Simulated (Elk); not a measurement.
Input and output of a self-consistent single point for Sb (R-3m, 2 atoms in the cell) (Elk).

Computed with PBE, all-electron FP-LAPW, Elk's shipped species files, APW+lo basis with extra local orbitals in Elk.

The change in words: lattice scaled by 0.98. Reference geometry:
```
CELL_PARAMETERS angstrom
      2.16357     1.24914     3.80613
     -2.16357     1.24914     3.80613
      0.00000    -2.49827     3.80613
ATOMIC_POSITIONS crystal
  Sb 0.26826 0.26826 0.26826
  Sb 0.73174 0.73174 0.73174
```

Reference input (self-consistent single point, DFT, PBE, all-electron FP-LAPW, Elk's shipped species files, APW+lo basis with extra local orbitals): xctype = 20; rgkmax = 8; swidth = 0.00499791 Ha; ngridk = 8 8 8; tforce = true; gmaxvr = 18 1/bohr; lmaxapw = 10; lmaxo = 8; nxlo = 2; lorbcnd = true; lradstp = 2; nrmtscf = 2. This run's input differs from it in these lines:

```diff
@@ -43,5 +43,5 @@
 avec
-    4.0885490989    2.3605249228    7.1925527434
-   -4.0885490989    2.3605249228    7.1925527434
-    0.0000000000   -4.7210498457    7.1925527434
+    4.0067785254    2.3133142300    7.0487012628
+   -4.0067785254    2.3133142300    7.0487012628
+    0.0000000000   -4.6266297507    7.0487008392
```

Output, abridged:

```
│ Self-consistent loop started │
│ Loop number : 1 │
 total energy                :     -12979.3686551
│ Loop number : 2 │
 total energy                :     -12979.2812381
RMS change in Kohn-Sham potential (target) :   0.9069459209E-01 (  0.1000000000E-05)
Absolute change in total energy (target)   :   0.8741706885E-01 (  0.1000000000E-03)
│ Loop number : 3 │
 total energy                :     -12974.6087871
RMS change in Kohn-Sham potential (target) :   0.5409428106E-01 (  0.1000000000E-05)
Absolute change in total energy (target)   :    4.694305259     (  0.1000000000E-03)
│ Loop number : 4 │
   [... lines left out ...]
Absolute change in total energy (target)   :   0.8773570462E-03 (  0.1000000000E-03)
│ Loop number : 13 │
 total energy                :     -12967.3344104
RMS change in Kohn-Sham potential (target) :   0.5122553619E-07 (  0.1000000000E-05)
Absolute change in total energy (target)   :   0.2245855467E-03 (  0.1000000000E-03)
│ Loop number : 14 │
 total energy                :     -12967.3344067
RMS change in Kohn-Sham potential (target) :   0.1203459911E-07 (  0.1000000000E-05)
Absolute change in total energy (target)   :   0.5986428914E-04 (  0.1000000000E-03)
Convergence targets achieved

│ Loop number : 15 │

Energies :
 Fermi                       :     0.274178117901
 total energy                :     -12967.3344071

Density of states at Fermi energy :    8.118092004
 (states/Hartree/unit cell)

Estimated indirect band gap :   0.1126741977E-01
 from k-point      5 to k-point     48
Estimated direct band gap   :   0.1542264260E-01
 at k-point      5

Charges :
 core                        :    72.00000000
 valence                     :    30.00000000
 interstitial                :    3.949632701
 muffin-tins (core leakage)
  species :    1 (Sb)
   atom    1                 :    49.02518365     (  0.7873748289E-03)
   atom    2                 :    49.02518365     (  0.7873748289E-03)
 total in muffin-tins        :    98.05036730
 total calculated charge     :    101.9983107
   [... lines left out ...]
   total force               :     0.00000000    0.00000000   -0.01191514
   total magnitude           :     0.01191514
  atom :    2
   Hellmann-Feynman          :     0.00000000   -0.00000001    0.24535059
   IBS                       :     0.00000000    0.00000001   -0.23343546
   total force               :     0.00000000   -0.00000000    0.01191514
   total magnitude           :     0.01191514
```

The run converged in 15 iterations. The count includes the last loop, which Elk runs after its targets are met. Against the reference run the free energy goes up by 43.8 meV/atom.

The starting cell comes from a database of computed structures (which also holds hypothetical and non-ambient phases and stackings), without a prior relaxation at this level. Its lattice was rescaled by a random factor within 2.5 % of one. For this run, on top of that: lattice scaled by 0.98. Spin-orbit coupling is off. Values depend on the basis (sphere radii, cutoffs, local orbitals), which need not be converged. The log's line on a gap gives a spacing of levels on this mesh, which the program prints for metals too.

Cost on one core of a shared machine: roughly 3 min.
